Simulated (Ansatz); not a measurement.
Candidates (primitive cells; geometry: cell and atoms relaxed with PBEsol):
A. CsCl (Pm-3m), a = b = c = 4.0686 Å, α = β = γ = 90.00°
B. CdIn2O4 (Fd-3m), a = b = c = 6.499 Å, α = β = γ = 60.00°
C. Na2S (Fm-3m), a = 4.5974 Å, b = 4.5974 Å, c = 4.5974 Å, α = 60.00°, β = 60.00°, γ = 60.00°
D. LiNbO3 (R3c), a = 5.479 Å, b = 5.479 Å, c = 5.479 Å, α = 55.88°, β = 55.88°, γ = 55.88°
E. CsCdCl3 (Pm-3m), a = 5.203 Å, b = 5.203 Å, c = 5.203 Å, α = 90.00°, β = 90.00°, γ = 90.00°

Question: Rank these by band gap (highest first), as PBEsol, rigid bands (Ansatz, an electronic-structure program) gives it.

Answer: A (5.23 eV), D (3.50 eV), C (2.43 eV), E (1.68 eV), B (0.97 eV)

Spin-orbit coupling is left out.

Formula and space group known from diffraction (Crystallography Open Database), not checked to be the room-temperature form: CdIn2O4 (Fd-3m), CsCdCl3 (Pm-3m), Na2S (Fm-3m).
